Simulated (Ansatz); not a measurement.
For Hf₂SnC (P6₃/mmc, No. 194, 8 atoms in the cell; start mp-4893), LDA (Ansatz, a quantum-chemistry and plane-wave program, plane waves, PAW) gives:

| Item | Result |
|---|---|
| lattice parameter a | 3.278 Å |
| c axis length | 14.226 Å |
| bulk modulus | 158 GPa |
| cohesive energy | 7.85 eV/atom |

Question: What does r²SCAN (Ansatz, plane waves, PAW) give for the same quantities?

Answer: 
- lattice constant a: 3.333 Å (increases by 1.7 %)
- lattice parameter c: 14.412 Å (rises by 1.3 %)
- bulk modulus: 147 GPa (drops by 7.0 %)
- cohesive energy: 6.73 eV/atom (falls by 1.12 eV/atom)

Changes are worked out from the printed values.

Unless a cell is named, each level is at its own relaxed cell (LDA 16.55, r²SCAN 17.33 Å³/atom).

Levels without +SOC leave out spin–orbit coupling, which shifts energies and cells of such heavy elements.

Caveats: the bulk modulus is −V dP/dV from two relaxed cells at ±2 % in volume (LDA, r²SCAN); the relaxation could not lower the start's symmetry, so the cell can be a saddle point above a distorted one (LDA, r²SCAN). Ansatz's density-functional and Hartree–Fock values are scalar-relativistic unless marked +SOC, with PAW data made under PBE.

A start named mp-… is a Materials Project structure, which need not be a measured phase.
